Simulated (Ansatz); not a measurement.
Start from Cu in the fcc (Cu type) structure (space group Fm-3m, No. 225).

```
CELL_PARAMETERS angstrom
      0.00000     1.78951     1.78951
      1.78951     0.00000     1.78951
      1.78951     1.78951     0.00000
ATOMIC_POSITIONS crystal
  Cu 0.00000 0.00000 0.00000
```

The values are results of r2SCAN, PAW, 500 eV (Ansatz, a first-principles code; spin-orbit coupling left out), earlier PAW set, not measurements.

For the base:

The lattice parameter a is 3.579 Å.

It is then changed as follows: every Cu is replaced by B, then cell and atoms are relaxed.

Tabulated Pauling electronegativity and covalent radius: Cu 1.90, 1.32 Å; B 2.04, 0.84 Å.

**Question.** Predict the new lattice parameter a.

**Answer.** The lattice parameter a drops by 0.724 Å to 2.855 Å.

Whether these cells are dynamically stable was not tested. As relaxed here, B is a hypothetical phase, not in the database extracts checked. The final runs are not spin-polarised.
